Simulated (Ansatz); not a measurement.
**Short convergence ladders for a (100) slab of TiSi (cut from a parent of space group no. 62; 8 atoms in the cell)**

```
TiSi
1.0
    3.64990     0.00000     0.00000
    0.00000     5.01845     0.00000
    0.00000     0.00000    19.96981
Ti Si
4 4
Cartesian
  0.91247   1.86576  11.13471
  2.73742   3.15269   8.83510
  2.73742   4.37498  12.10750
  0.91247   0.64347   7.86231
  0.91247   4.29278  10.27241
  2.73742   0.72567   9.69740
  2.73742   1.78356  12.96981
  0.91247   3.23489   7.00000
```

Base method: LDA (PW92), default PAW files made with PBE (plane waves; Ansatz, a quantum-chemistry and plane-wave program).

Base settings: basis.ecutwfc = 420 eV; kpoints.mp_grid.grid = 7 5 1; hamiltonian.xc = lda; hamiltonian.pseudopotentials = {kind: paw} (the program's default PAW files); scf.occupations.method = fermi_dirac; scf.occupations.width = 0.1 eV.

The count of work is k-points × plane waves × bands × iterations; it is no time. 

**The vacuum**

The mesh stays at the base's, so the ladder's end is converged at best in this setting alone.

Only quantities that move along the ladder and can be compared are tabulated.

| vacuum between outermost atoms (Å) | free energy less the last step's (meV/atom) | largest difference of a force vector from the last step's (eV/Å) | count of work / last |
|---|---|---|---|
| 3.0 | -67.93 | 0.568 | 0.25 |
| 4.0 | -17.35 | 0.194 | 0.32 |
| 5.0 | -3.57 | 0.051 | 0.35 |
| 6.0 | -0.58 | 0.013 | 0.33 |
| 7.0 | -0.06 | 0.004 | 0.36 |
| 8.0 | 0.02 | 0.001 | 0.39 |
| 10.0 | 0.01 | 0.000 | 0.44 |
| 12.0 | 0.01 | 0.000 | 0.50 |
| 14.0 | 0.01 | 0.000 | 0.56 |
| 17.0 | 0.01 | 0.000 | 0.64 |
| 20.0 | 0.01 | 0.000 | 0.72 |
| 25.0 | 0.01 | 0.000 | 0.86 |
| 30.0 | 0.00 | 0.000 | 1.0 |

Smallest vacuum between outermost atoms (Å) that holds the forces within 0.005 eV/Å of the last step, with all finer ones: 7.0, at 0.36 of the last step's count of work; the step before is off by 0.013 eV/Å.

Smallest vacuum between outermost atoms (Å) that holds the free energy within 2 meV/atom of the last step, with all finer ones: 6.0, at 0.33 of the last step's count of work; the step before is off by 3.6 meV/atom.

**The plane-wave cutoff**

The mesh stays at the base's, so the ladder's end is converged at best in this setting alone.

Only quantities that move along the ladder and can be compared are tabulated.

```tsv
basis.ecutwfc	free energy less the last step's (meV/atom)	largest difference of a force vector from the last step's (eV/Å)	count of work / last
210 eV	2137.32	0.244	0.16
250 eV	602.86	0.067	0.18
295 eV	108.82	0.027	0.24
355 eV	8.75	0.004	0.28
420 eV	0.85	0.000	0.35
505 eV	0.45	0.000	0.47
630 eV	0.15	0.000	0.65
840 eV	0.00	0.000	1.0
```

Coarsest basis.ecutwfc that holds the forces within 0.02 eV/Å of the last step, with all finer ones: 355 eV, at 0.28 of the last step's count of work; the step before is off by 0.027 eV/Å.

Coarsest basis.ecutwfc that holds the free energy within 5 meV/atom of the last step, with all finer ones: 420 eV, at 0.35 of the last step's count of work; the step before is off by 8.8 meV/atom.

On the base run: the starting cell comes from a database of computed structures (which also holds hypothetical and non-ambient phases and stackings), without a prior relaxation at this level. The slab is cut from that crystal, and its faces are unrelaxed. Its lattice was rescaled by up to half a per cent. Spin polarisation is off.

Keys are those of Ansatz 0.2.
